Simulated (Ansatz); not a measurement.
# MoSi2, response to strain

Take MoSi₂ (space group I4/mmm, No. 139; relaxed with 0.1 eV smearing) as the base.

```
MoSi2
1.0
   -1.60839     1.60839     3.93729
    1.60839    -1.60839     3.93729
    1.60839     1.60839    -3.93729
Si Mo
2 1
Cartesian
  0.00000   0.00000   5.23599
  0.00000   0.00000   2.63858
  0.00000   0.00000   0.00000
```

Cartesian axes are those of the cell as printed.

Strains are applied to the cell and any free atomic positions relax.

Calculations: PBE/PAW in Ansatz (a program for electronic structure), no spin-orbit coupling.

Notes on the quantities. energy relative to the base: free energy F.

```csv
uniaxial strain ε_zz (%),energy relative to the base (meV/atom)
0,0.0
0.5,0.5
1,2.0
1.5,4.4
2,7.8
2.5,?
3,16.9
```

Problem. Fit ΔE = Aε² + Bε³ (ε in %) to the rows shown and predict the withheld row.

Solution. Least squares on the printed values gives A = 2.07 and B = -0.063 meV/atom (largest residual 0.0 meV/atom); this predicts 11.9 meV/atom, and the run gives 11.9 meV/atom, in agreement.

Whether these cells are dynamically stable was not tested. All final runs are without spin polarisation.
